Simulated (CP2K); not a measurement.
Input and output of a self-consistent single point for CaS (Fm-3m, 2 atoms in the cell) (CP2K).

Computed with PBE, GPW, DZVP-MOLOPT-PBE-GTH basis, GTH-PBE potentials (POTENTIAL_UZH) (CP2K).

The change in words: lattice scaled by 0.98. Reference geometry:
```yaml
crystal:
  lattice:
    - [4.09801, 0.00000, 0.00000]
    - [2.04900, 3.54898, 0.00000]
    - [2.04900, 1.18299, 3.34601]
  atoms:
    - { symbol: Ca, position: [0.00000, 0.00000, 0.00000] }
    - { symbol: S, position: [0.50000, 0.50000, 0.50000] }
```

Reference input (self-consistent single point, DFT PBE, GPW, DZVP-MOLOPT-PBE-GTH basis, GTH-PBE potentials (POTENTIAL_UZH)): CUTOFF = 500 Ry; REL_CUTOFF = 60 Ry; KPOINTS/SCHEME = MONKHORST-PACK 7 7 7; XC_FUNCTIONAL = PBE; Ca/BASIS_SET = DZVP-MOLOPT-PBE-GTH-q10; Ca/POTENTIAL = GTH-PBE-q10; S/BASIS_SET = DZVP-MOLOPT-PBE-GTH-q6; S/POTENTIAL = GTH-PBE-q6; METHOD = GPW; EPS_DEFAULT = 1e-10; NGRIDS = 5; SCF_GUESS = ATOMIC. This run's input differs from it in these lines:

```diff
@@ -59,4 +59,4 @@
     &CELL
-      ABC 4.09800600 4.09800661 4.09800626
-      ALPHA_BETA_GAMMA 59.99999577 60.00000206 60.00000489
+      ABC 4.01604500 4.01604526 4.01604515
+      ALPHA_BETA_GAMMA 59.99999976 59.99999296 59.99999387
       PERIODIC XYZ
@@ -65,3 +65,3 @@
       Ca       0.00000000     0.00000000     0.00000000
-      S        4.09800600     2.36598550     1.67300400
+      S        4.01604550     2.31866450     1.63954350
     &END COORD
```

Output (repeated stretches shortened):

```
 SCF WAVEFUNCTION OPTIMIZATION

  Step     Update method      Time    Convergence         Total energy    Change
     1 NoMix/Diag. 0.30E+00      -     0.99642657       -47.2934288813 -4.73E+01
     2 Broy./Diag. 0.30E+00      -     0.04539156       -46.6213176891  6.72E-01
     3 Broy./Diag. 0.30E+00      -     0.08516230       -46.9063344057 -2.85E-01
     4 Broy./Diag. 0.30E+00      -     0.01123566       -47.0920488230 -1.86E-01
     5 Broy./Diag. 0.30E+00      -     0.00306962       -47.1147027157 -2.27E-02
     6 Broy./Diag. 0.30E+00      -     0.00115076       -47.1106171772  4.09E-03
     7 Broy./Diag. 0.30E+00      -     0.00026972       -47.1061863497  4.43E-03
     8 Broy./Diag. 0.30E+00      -     0.00017675       -47.1066000289 -4.14E-04
     9 Broy./Diag. 0.30E+00      -     0.00001544       -47.1072374353 -6.37E-04
    10 Broy./Diag. 0.30E+00      -     0.00000682       -47.1073200659 -8.26E-05
    11 Broy./Diag. 0.30E+00      -     0.00000041       -47.1073366731 -1.66E-05
  *** SCF run converged in    11 steps ***

  Overlap energy of the core charge distribution:               0.00000000000000
  Self energy of the core charge distribution:               -101.59186992951382
  Core Hamiltonian energy:                                     23.53149175956771
  Hartree energy:                                              38.44234647977355
  Exchange-correlation energy:                                 -7.48930498296585

  Total energy:                                               -47.10733667313841

 ENERGY| Total FORCE_EVAL ( QS ) energy [hartree]            -47.107338883698965

 FORCES| Atomic forces [hartree/bohr]
 FORCES|   Atom     x               y               z               |f|
 FORCES|      1 -1.51937648E-10 -1.41917679E-10 -1.38312047E-10   2.49711631E-10
   [... lines left out ...]

 STRESS| Analytical stress tensor [bar]
 STRESS|                        x                   y                   z
 STRESS|      x        1.65646723463E+04  -4.34393049931E-02  -3.07581673196E-02
 STRESS|      y       -4.34393049931E-02   1.65658295535E+04  -5.58800185397E-01
 STRESS|      z       -3.07581673196E-02  -5.58800185397E-01   1.65662581786E+04
 STRESS| 1/3 Trace                                             1.65655866928E+04
```

The run converged in 11 iterations. Against the reference run the free energy drops by 1.1 meV/atom, the pressure goes from -1.72 to 1.66 GPa and the gap on the mesh goes from 2.725 to 2.606 eV.

The starting cell comes from a database of computed structures (which also holds hypothetical and non-ambient phases and stackings), without a prior relaxation at this level. Its lattice was rescaled by a random factor within 2.5 % of one. For this run, on top of that: lattice scaled by 0.98. Values carry the incompleteness of an atom-centred basis.
